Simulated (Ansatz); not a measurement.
Take MgS in the rock salt structure (space group Fm-3m, No. 225; a = 5.182 Å) as the base.

Calculations: DFT with PBEsol, PAW potentials and a 420 eV plane-wave cutoff in Ansatz (a program for electronic structure), no spin-orbit coupling.

One change was made to it. Results:

| quantity | base | after |
|---|---|---|
| electron mass | 0.53 mₑ along k, 0.29 mₑ across (at X) | 0.54 mₑ along k, 0.29 mₑ across (at X) |
| band gap | 2.73 eV | 2.84 eV |
| lattice parameter a | 5.182 Å | 5.084 Å |
| hole mass (degenerate bands, along [100]) | 0.25, 0.92, 0.92 mₑ (at Γ) | 0.26, 0.86, 0.86 mₑ (at Γ) |

Q: Which change produced these results?
(A) pressure −2 GPa
(B) pressure −1 GPa
(C) pressure 1.5 GPa
(D) pressure 5 GPa

A: D, pressure 5 GPa. For comparison, the band gap in the other runs: pressure −1 GPa gives 2.70 eV; pressure −2 GPa gives 2.67 eV; pressure 1.5 GPa gives 2.76 eV.

Load acts through the strain it causes; cell and atoms are relaxed under it. Masses are band curvatures over ±0.01 Å⁻¹ around the edge. Along k means along the line from Γ to the band edge. No phonon test of stability was made. No other phases were tried under pressure.
